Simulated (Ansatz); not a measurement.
The reference is BaZrO3 in the cubic perovskite structure (space group Pm-3m, No. 221; a = 4.181 Å).

The values are results of PBEsol (Ansatz, a first-principles code; PAW; 420 eV plane waves; no SOC), not measurements.

Base values:

* **Pressure**: -0.01 GPa

It is then changed as follows: the cell is scaled by 1.0180 in all directions, atoms relaxed at fixed cell.

**Question.** What does the calculation give for the energy relative to the base after the change?

**Answer.** The energy increases by 20 meV/atom.

**Question.** What does the calculation give for the pressure after the change?

**Answer.** The pressure falls by 7.74 GPa (-0.01 GPa → -7.75 GPa).

The cells carry an imposed strain or load. No phonon test of stability was made.
